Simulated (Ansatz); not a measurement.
An Ansatz (a first-principles code) input (Ansatz LDA, spin-orbit coupling left out):

Ansatz 0.2 input:
```yaml
crystal:
  lattice:
    - [3.3321068407, 0, 0]
    - [1.6660534203, 2.8856891722, 0]
    - [1.6660534203, -0.9618963907, 2.737866254]
  atoms:
    - { symbol: B, position: [0, 0, 0] }
    - { symbol: As, position: [0.5, 0.25, 0.75] }
basis: { ecutwfc: 420, ecutrho_ratio: 4, xc_grid: 2, fft_grid_basis: typed }
kpoints: { mp_grid: { grid: [12, 12, 12] } }
hamiltonian:
  xc: lda
  dispersion: none
  pseudopotentials: { kind: paw }
scf: { occupations: { method: fermi_dirac, width: 0.05 } }
relax: { f_tol: 0.005, max_steps: 50, cell: { stress_tol: 0.01, fix: [a, b, gamma] } }
output: { forces: true, stress: true }
checkpoint: { write: state.ck, write_every: 1000 }
```

### Question
Which symmetry and how many k-points will the program report, and about how many plane waves at Γ?

### Answer
Space group R3m (ITA 160) with 6 operations, k-points 189 of 1728, and 531 plane waves at Γ.

### Question
And the final pressure?

### Answer
1.10 GPa (compression positive).

The cells carry an imposed strain or load. Whether these cells are dynamically stable was not tested. The cell was made from BAs in the zinc blende structure (space group F-43m, No. 216) by this change: biaxial strain −0.42 %, plane normal [111], relaxed out of plane.
